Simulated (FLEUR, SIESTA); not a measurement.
A SIESTA input for a self-consistent single point of CuCl (F-43m, 2 atoms in the cell) (DFT, GGA PBE, numerical atomic orbitals DZP, PseudoDojo PBE standard norm-conserving potentials (rewritten from UPF to PSML)):

```
# files in the folder: Cu.psml Cl.psml (PseudoDojo PBE standard)
SystemName  CuCl
SystemLabel CuCl

NumberOfAtoms                2
NumberOfSpecies              2
%block ChemicalSpeciesLabel
  1 29 Cu
  2 17 Cl
%endblock ChemicalSpeciesLabel
LatticeConstant              1.0 Ang
%block LatticeVectors
     0.000000000    2.650900000    2.650900000
     2.650900000    0.000000000    2.650900000
     2.650900000    2.650900000    0.000000000
%endblock LatticeVectors
AtomicCoordinatesFormat      Ang
%block AtomicCoordinatesAndAtomicSpecies
     0.000000000    0.000000000    0.000000000  1
     1.325450000    1.325450000    1.325450000  2
%endblock AtomicCoordinatesAndAtomicSpecies

XC.functional                GGA
XC.authors                   PBE
PAO.BasisSize                DZP
PAO.EnergyShift              0.005 Ry
MeshCutoff                   400 Ry
%block kgrid.MonkhorstPack
    9   0   0  0.0
    0   9   0  0.0
    0   0   9  0.0
%endblock kgrid.MonkhorstPack
OccupationFunction           FD
ElectronicTemperature        50.0 meV

MaxSCFIterations             150
SCF.Mixer.Method             Pulay
SCF.Mixer.Weight             0.25
SCF.Mixer.History            6
SCF.DM.Tolerance             1.0E-04
Diag.ParallelOverK           true
WriteForces                  true
```

**Question.** Give the FLEUR input for the same structure, mesh, smearing and functional.

**Answer.** One input that does it (others would too):

Input of the input generator:

```
scf CuCl
&input film=f /
-0.0000000000 2.6509000000 2.6509000000
2.6509000000 -0.0000000000 2.6509000000
2.6509000000 2.6509000000 0.0000000000
1.8897261246
1.0 1.0 1.0

2
29 0.0000000000 0.0000000000 0.0000000000
17 0.2500000000 0.2500000000 0.2500000000

&comp jspins=1 /
&kpt div1=9 div2=9 div3=9 /
&end /
```

```xml
<?xml version="1.0" encoding="UTF-8" standalone="no"?>
<fleurInput fleurInputVersion="0.39">
   <comment>
      scf CuCl                                                                                            
   </comment>
   <calculationSetup>
      <cutoffs Kmax="4.0" Gmax="16.0" GmaxXC="16.0" numbands="0"/>
      <scfLoop itmax="80" minDistance="0.00001" maxIterBroyd="15" imix="Anderson" alpha="0.05" precondParam="0.0" spinf="2.0"/>
      <coreElectrons ctail="T" frcor="F" kcrel="0" coretail_lmax="0"/>
      <xcFunctional name="pbe" relativisticCorrections="F"/>
      <magnetism jspins="1"/>
      <soc l_soc="F" theta="0.0" phi="0.0" spav="F"/>
      <expertModes spex="0" secvar="F"/>
      <geometryOptimization l_f="T" forcealpha="1.0" forcemix="BFGS" epsdisp="0.00001" epsforce="0.00001"/>
      <ldaU l_linMix="F" mixParam="0.05" spinf="1.0"/>
   </calculationSetup>
   <cell>
      <bzIntegration valenceElectrons="18.0" mode="hist" fermiSmearingEnergy="0.00183747">
         <kPointListSelection listName="default-1"/>
         <!-- k-points included here -->
         <xi:include xmlns:xi="http://www.w3.org/2001/XInclude" href="kpts.xml"> </xi:include>
      </bzIntegration>
      <!-- symmetry operations included here -->
      <xi:include xmlns:xi="http://www.w3.org/2001/XInclude" href="sym.xml"> </xi:include>
      <bulkLattice scale="1.0">
         <bravaisMatrix>
            <row-1>    0.0000000000000000     5.0094749837021402     5.0094749837021402</row-1>
            <row-2>    5.0094749837021402     0.0000000000000000     5.0094749837021402</row-2>
            <row-3>    5.0094749837021402     5.0094749837021402     0.0000000000000000</row-3>
         </bravaisMatrix>
      </bulkLattice>
   </cell>
   <atomSpecies>
      <species name="Copper (Cu)" element="Cu" atomicNumber="29">
         <mtSphere radius="2.50" gridPoints="863" logIncrement="0.014"/>
         <atomicCutoffs lmax="10" lnonsphr="8"/>
         <electronConfig flipSpins="F">
            <coreConfig>(1s1/2) (2s1/2) (2p1/2) (2p3/2) (3s1/2) (3p1/2) (3p3/2)</coreConfig>
            <valenceConfig>(4s1/2) (3d3/2) (3d5/2)</valenceConfig>
            <stateOccupation state="(4s1/2)" spinUp="0.5" spinDown="0.5"/>
         </electronConfig>
         <energyParameters s="4" p="4" d="3" f="4"/>
         <lo type="HELO" l="2" n="4" eDeriv="0"/>
      </species>
      <species name="Chlorine (Cl)" element="Cl" atomicNumber="17">
         <mtSphere radius="1.63" gridPoints="563" logIncrement="0.02"/>
         <atomicCutoffs lmax="6" lnonsphr="4"/>
         <electronConfig flipSpins="F">
            <coreConfig>(1s1/2) (2s1/2) (2p1/2) (2p3/2)</coreConfig>
            <valenceConfig>(3s1/2) (3p1/2) (3p3/2)</valenceConfig>
            <stateOccupation state="(3p1/2)" spinUp="0.8333333333333" spinDown="0.8333333333333"/>
            <stateOccupation state="(3p3/2)" spinUp="1.6666666666667" spinDown="1.6666666666667"/>
         </electronConfig>
         <energyParameters s="3" p="3" d="3" f="4"/>
      </species>
   </atomSpecies>
   <atomGroups>
      <atomGroup species="Copper (Cu)">
         <relPos label="                   1">.0000000000 .0000000000 .0000000000</relPos>
         <force calculate="T" relaxXYZ="TTT"/>
      </atomGroup>
      <atomGroup species="Chlorine (Cl)">
         <relPos label="                   2">1.000/4.000 1.000/4.000 1.000/4.000</relPos>
         <force calculate="T" relaxXYZ="TTT"/>
      </atomGroup>
   </atomGroups>
   <output dos="F" band="F" slice="F">
      <checks vchk="F" cdinf="F"/>
      <bandDOS minEnergy="-.5*Htr" maxEnergy="0.5*Htr" sigma="0.015" storeEVData="T"/>
      <vacuumDOS vacdos="F" integ="F" star="F" nstars="0" locx1="0.0" locy1="0.0" locx2="0.0" locy2="0.0" nstm="0" tworkf="0.0"/>
      <unfoldingBand unfoldBand="F" supercellX="1" supercellY="1" supercellZ="1"/>
      <plotting iplot="0" polar="F">
         <plot TwoD="T" vec1="  1.0  0.0  0.0" vec2="  0.0  1.0  0.0" vec3="  0.0  0.0  1.0" zero="  0.0  0.0  0.0" file="plot"/>
      </plotting>
      <chargeDensitySlicing numkpt="0" minEigenval="0.0" maxEigenval="0.0" nnne="0" pallst="F"/>
      <specialOutput eonly="F"/>
      <magneticCircularDichroism mcd="F" energyLo="-10.0" energyUp="0.0"/>
   </output>
  <!-- We include the file relax.xml here to enable relaxations (see documentation) -->
  <xi:include xmlns:xi="http://www.w3.org/2001/XInclude" href="relax.xml"> <xi:fallback/> </xi:include>
</fleurInput>
```

Basis, cutoffs, solver keys and any potentials are the target program's own. This input uses DFT, PBE, all-electron FLAPW (FLEUR), scalar-relativistic valence. Both were run: gap on the mesh 1.345 eV in SIESTA and 0.659 in FLEUR.

On SIESTA: the starting cell has typed, rounded lattice constants, without a prior relaxation at this level. For this run, on top of that: lattice scaled by 0.98. Values carry the incompleteness of an atom-centred basis. With a pressure of about 5 GPa the cell is away from its equilibrium volume at this level.

On FLEUR: the starting cell has typed, rounded lattice constants, without a prior relaxation at this level. For this run, on top of that: lattice scaled by 0.98. Values depend on the basis (sphere radii, cutoffs, local orbitals), which need not be converged.
